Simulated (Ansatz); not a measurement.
# Converging the plane-wave cutoff: K₂Pt (I4mm, 3 atoms in the cell)

```
CELL_PARAMETERS angstrom
      0.00000     3.77012     3.77012
      3.77012     0.00000     3.77012
      3.77012     3.77012     0.00000
ATOMIC_POSITIONS crystal
  K  0.75000 0.75000 0.75000
  K  0.25000 0.25000 0.25000
  Pt 0.00663 0.00663 0.99337
```

Method of the run: LDA (PW92), default PAW files made with PBE (plane waves; Ansatz, a program for electronic structure).

Base settings: basis.ecutwfc = 420 eV; kpoints.mp_grid.grid = 6 6 6; hamiltonian.xc = lda; hamiltonian.pseudopotentials = {kind: paw} (the program's default PAW files); scf.occupations.method = fermi_dirac; scf.occupations.width = 0.05 eV.

The second cell is the first with its lattice scaled by 0.98.

The mesh stays at the base's, so the ladder's end is converged at best in this setting alone.

The first pressure column holds Ansatz's estimate of the finite-basis (Pulay) stress, which hides part of the cutoff error; the other is without it.

Only quantities that move along the ladder and can be compared are tabulated.

The count of work is k-points × plane waves × bands × iterations; it is no time. 

The starting cell comes from a database of computed structures (which also holds hypothetical and non-ambient phases and stackings), without a prior relaxation at this level. Its lattice was rescaled by up to half a per cent. One atom was moved a little off its site on purpose.

| basis.ecutwfc | free energy less the last step's (meV/atom) | energy of the compressed cell less the first (meV/atom) | pressure (GPa) | pressure without the Pulay estimate (GPa) | largest difference of a force vector from the last step's (eV/Å) | count of work / last |
|---|---|---|---|---|---|---|
| 145 eV | 25336.18 | 100.74 | -2.79 | -337.05 | 0.224 | 0.083 |
| 170 eV | 11613.82 | -238.59 | 0.13 | -194.28 | 0.139 | 0.089 |
| 190 eV | 5849.19 | -29.70 | -2.53 | -116.71 | 0.089 | 0.10 |
| 210 eV | 2897.64 | -25.11 | -2.64 | -68.13 | 0.026 | 0.11 |
| 230 eV | 1372.31 | -12.03 | -1.85 | -38.19 | 0.029 | 0.13 |
| 250 eV | 619.83 | -12.92 | -1.60 | -20.81 | 0.006 | 0.14 |
| 295 eV | 79.95 | -15.45 | -1.73 | -5.24 | 0.004 | 0.18 |
| 335 eV | 9.33 | -17.56 | -1.76 | -2.30 | 0.000 | 0.19 |
| 380 eV | 0.93 | -17.55 | -1.76 | -1.79 | 0.000 | 0.23 |
| 420 eV | 0.50 | -17.54 | -1.76 | -1.76 | 0.000 | 0.27 |
| 460 eV | 0.29 | -17.54 | -1.76 | -1.76 | 0.000 | 0.31 |
| 505 eV | 0.13 | -17.54 | -1.76 | -1.76 | 0.000 | 0.35 |
| 565 eV | 0.09 | -17.54 | -1.76 | -1.76 | 0.000 | 0.42 |
| 630 eV | 0.05 | -17.54 | -1.76 | -1.76 | 0.000 | 0.49 |
| 735 eV | 0.02 | -17.54 | -1.76 | -1.76 | 0.000 | 0.63 |
| 840 eV | 0.01 | -17.54 | -1.76 | -1.76 | 0.000 | 0.76 |
| 1010 eV | 0.00 | -17.54 | -1.76 | -1.76 | 0.000 | 1.0 |

Coarsest basis.ecutwfc that holds the energy of the compressed cell less the first within 1 meV/atom of the last step, with all finer ones: 335 eV, at 0.19 of the last step's count of work; the step before is off by 2.1 meV/atom.

Coarsest basis.ecutwfc that holds the forces within 0.02 eV/Å of the last step, with all finer ones: 250 eV, at 0.14 of the last step's count of work; the step before is off by 0.029 eV/Å.

Coarsest basis.ecutwfc that holds the pressure without the Pulay estimate within 0.5 GPa of the last step, with all finer ones: 380 eV, at 0.23 of the last step's count of work; the step before is off by 0.55 GPa.

The energy difference between the two cells stays within 1 meV/atom of the last step's from 335 eV on, the total only from 380 eV on: much of the error is common to both cells and cancels.

At the lowest cutoff the pressure without the Pulay estimate lies 335 GPa under the last step's, the usual sign of Pulay stress in an incomplete plane-wave basis.

Keys are those of Ansatz 0.2.
